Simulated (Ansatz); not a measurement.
ScAl$_{3}$ (Pm-3m), PBE, DFPT electron-phonon coupling, linearised Boltzmann equation run with Ansatz (a first-principles code). Condition of this run: functional PBE, cell relaxed with it. Phonon-limited resistivity 7.16 μΩ·cm at 300 K, 10.1 μΩ·cm at 400 K, current-weighted mean free path 20.0 nm, Drude plasma energy 5.70 eV.

Question: What Drude relaxation time do resistivity and plasma energy imply?

Answer: ω_p = 8.66e15 s⁻¹, so τ = 1/(ε₀ ω_p² ρ) = 21.0 fs, a damping ħ/τ of 31.3 meV.

Question: What is the classical skin depth at 10 GHz (nonmagnetic, μ₀ = 1.257×10⁻⁶ H/m)?

Answer: δ = √(ρ/(π f μ₀)) = 1350 nm.

Question: What temperature coefficient of resistance follows, and how does it compare with 1/T?

Answer: (ρ₄₀₀ − ρ₃₀₀)/(100 K × ρ₃₀₀) = 4.11×10⁻³ K⁻¹, against 1/T = 3.33×10⁻³ K⁻¹ for a resistivity proportional to T. It lies higher because phonons are still being populated at 300 K; impurities would add a constant and lower it.

A metal at this level (no band gap). Only scattering by harmonic phonons is included (no impurities, grain boundaries, electron-electron scattering or thermal expansion). Spin-orbit coupling is left out. The run warned that the eigensolver left some states short of its tolerance. Halving the electron mesh (20x20x20) moves the resistivity by up to 9 % at 300 K, the mean free path by up to 6 %. Smearing 0.20 eV; phonons on a 4x4x4 q mesh, which this run doesn't test.

Computed structure with no diffraction record at hand here (it may be known, metastable or hypothetical): ScAl3 (Pm-3m).
